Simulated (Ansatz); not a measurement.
Given:

```
BPO4
1.0
   -2.03843     2.13497     3.42685
    2.03843    -2.13497     3.42685
    2.03757     2.13411    -3.42685
B P O
1 1 4
Direct
  0.25181   0.75181   0.50000
  0.99741   0.99741   0.00000
  0.28342   0.38770   0.41635
  0.61345   0.03124   0.89867
  0.97135   0.86707   0.58365
  0.13257   0.71477   0.10133
```

No spin polarisation.

Method: PBEsol (Ansatz, a program for electronic structure), spin-orbit coupling left out. Γ-centred 11×11×11 mesh, Fermi–Dirac width 0.05 eV.

### Question
Predict the smallest direct gap and gap character.

### Answer
```json
{
  "smallest_direct_gap": "7.70 eV",
  "gap_character": "indirect, Y → Γ"
}
```

Load acts through the strain it causes; cell and atoms are relaxed under it. Beyond what the load breaks, stability against distortions was not tested. The cell was made from BPO4 (space group I-4, No. 82) by this change: uniaxial stress, 8 GPa compression along x.
